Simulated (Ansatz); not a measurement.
Functionals compared on the (100) surface of fcc Ag, clean 1x1 (bottom of the slab: a bare face, its two planes held), in Ansatz (plane waves, PAW). The structure was relaxed with PBE; the other rows are single points on it. Cutoff 420 eV (500 eV for r2SCAN).

Set-up: 6 atoms, 10.4 Å thick at the start (thin: gaps and levels are the slab's own); mesh 13x13x1; 0.1 eV smearing; dipole correction on; 2 atoms held, the rest relaxed; symmetry of the start imposed; no spin, no spin-orbit, no U. These notes are the PBE run's.

| functional | work function of the top face (eV) | rough cost of the single point |
|---|---|---|
| PBE | 4.26 | – |
| LDA | (withheld) | very roughly 11 core-seconds |
| PBEsol | 4.38 | about 10 core-seconds (a rough figure) |
| RPBE | 4.06 | very roughly 12 core-seconds |
| r2SCAN | 4.20 | roughly 20 core-seconds |

Question: Fill in the missing entries.

Answer: 
- LDA, work function of the top face (eV): 4.68

Ansatz is an electronic-structure program.
